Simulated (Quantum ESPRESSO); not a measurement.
**σxx against uniaxial strain in bcc Nb (space group 229): C11 (Quantum ESPRESSO, LDA)**

```
CELL_PARAMETERS angstrom
     -1.59935     1.62371     1.62371
      1.59935    -1.62371     1.62371
      1.59935     1.62371    -1.62371
ATOMIC_POSITIONS crystal
  Nb 0.00000 0.00000 0.00000
```

Method of the run: LDA (PZ), GBRV 1.5 ultrasoft (LDA) pseudopotentials (plane waves; Quantum ESPRESSO). Settings: ecutwfc = 52 Ry; ecutrho = 416 Ry; occupations = smearing; smearing = fermi-dirac; degauss = 0.0036749 Ry; potentials = {Nb: nb_lda_v1.uspp.F.UPF}; K_POINTS = automatic 38 38 38 0 0 0; conv_thr = 1e-10 Ry. The cell above is the first row's. The rows stretch one cube axis (x) by the strain ε and hold the other two. Stress is positive in tension. In all rows the k mesh is held.

```
ε (%)  σxx (GPa)
-----  ---------
-1.5           ?
-1.0       -2.62
-0.5       -1.19
0.0         0.22
0.5         1.60
1.0         2.96
1.5         4.28
2.0         5.55
```

Taking a parabola for σxx over the 7 complete rows: Least squares gives σxx = 0.225 + 2.7893·ε - 0.0614·ε². Residuals (row less fit): 0.006, -0.005, -0.005, -0.004, 0.007, 0.009, -0.008; standard error 0.009 (degrees of freedom: 4). The slope at ε = 0, 2.7893 GPa per cent, gives C11 ≈ 100 × 2.7893 = 279 GPa, for the static lattice.

Q: What does the fit predict for σxx at ε = -1.5, and how far is the calculated value from it?

A: σxx = 0.225 + 2.7893 × (-1.5) - 0.0614 × (-1.5)² = -4.097 GPa. The calculation gives -4.08 GPa, 0.017 GPa above the prediction (0.2 % of the range of σxx in the table). The row lies outside the fitted rows, so this is an extrapolation. From the scatter of the fitted rows alone, a prediction at this place has a standard error of 0.016 GPa, so the miss is 1.1 times that.

Carrying the step between the two nearest rows on in a straight line would have given -4.05, off by 0.03; series whose last step already gives the withheld value aren't shown. The reference cell has the volume at which an earlier scan in this program and functional put its minimum by a fit. The unstrained cell stands at a pressure of -0.22 GPa, and the constants belong to that pressure. Spin polarisation is off. Without a gap such slopes are sensitive to mesh and smearing. Cutoffs and mesh are single choices, not tested for convergence of this quantity. Series with a scatter that would blur these digits, or in which a gap closes, are not shown. Strain series were run only where this level's volume lies within 10 % of a first guess from the measured size.
